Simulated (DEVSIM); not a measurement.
Device: abrupt Si p-n junction, at 300 K.

| layer (left to right) | material | thickness (μm) | Nd (cm⁻³) | Na (cm⁻³) | τn (s) | τp (s) |
|---|---|---|---|---|---|---|
| 1 | Si | 0.500 | - | 1.4e15 | 1.4e-7 | 1.4e-7 |
| 2 | Si | 18.0 | 2.9e15 | - | 1.4e-7 | 1.4e-7 |

Left contact: ohmic. Right contact: ohmic. Voltage is applied to the left contact. Recombination: SRH at mid-gap, Auger. Mobility is μmin + (μ − μmin)/(1 + (N/Nref)^α).

The device is made up for the run: typed textbook-type constants, with dimensions and the other settings drawn at random. Values at 300 K; Nc and Nv go as T^1.5, mobilities as T to minus their exponent, the gap by Varshni's rule with the affinity fixed.

```tsv
parameter	Si
gap (eV)	1.124
affinity (eV)	4.05
permittivity	11.7
Nc (cm⁻³)	2.86e19
Nv (cm⁻³)	3.1e19
μn (cm²/Vs)	1417
μp (cm²/Vs)	470
μn,min	52
μp,min	45
Nref,n	9.7e16
Nref,p	2.2e17
αn	0.68
αp	0.72
T exponent of μn	2.3
T exponent of μp	2.2
Cn (cm⁶/s)	2.8e-31
Cp (cm⁶/s)	9.9e-32
Varshni α (eV/K)	0.000473
Varshni β (K)	636
```

DEVSIM, 1D drift-diffusion, Boltzmann statistics, complete ionisation; no tunnelling, impact ionisation, image-force lowering or self-heating.

The temperature was swept, all else fixed.

```csv
temperature (K),largest field in the device at zero bias (V/cm),dark forward voltage at 100 A/cm² (V),potential step across the device at zero bias (V)
250,15000,0.881,0.734
300,13000,0.858,0.628
350,?,?,0.518
400,10000,0.853,0.405
450,8100,0.869,0.290
500,5800,0.892,0.174
```

Q: Fill in the missing entries.

A: 
- 350, largest field in the device at zero bias (V/cm): 12000
- 350, dark forward voltage at 100 A/cm² (V): 0.848
